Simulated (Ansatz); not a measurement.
## A computed series for BeS: response to strain

Consider BeS in the zinc blende structure (space group F-43m, No. 216).

```yaml
crystal:
  lattice:
    - [0.00000, 2.39818, 2.39818]
    - [2.39818, 0.00000, 2.39818]
    - [2.39818, 2.39818, 0.00000]
  atoms:
    - { symbol: Be, position: [0.00000, 0.00000, 0.00000] }
    - { symbol: S, position: [0.25000, 0.25000, 0.25000] }
```

Cartesian axes are those of the cell as printed.

Strains are applied to the cell and any free atomic positions relax; under biaxial strain the out-of-plane vector relaxes too.

Level of theory: Ansatz (a program for electronic structure) LDA, no spin-orbit coupling.

Notes on the quantities. energy relative to the base: free energy F.

| biaxial strain, plane normal [111], relaxed out of plane (%) | energy relative to the base (meV/atom) |
|---|---|
| 0 | 0.0 |
| 0.42 | 0.4 |
| 0.83 | 1.4 |
| 1.25 | 3.2 |
| 1.67 | ? |
| 2.08 | 8.7 |
| 2.5 | 12.5 |

Fit ΔE = Aε² + Bε³ (ε in %) to the rows shown and predict the withheld row.

Least squares on the printed values gives A = 2.08 and B = -0.033 meV/atom (largest residual 0.0 meV/atom); this predicts 5.7 meV/atom, and the run gives 5.7 meV/atom, in agreement.

No phonon test of stability was made.
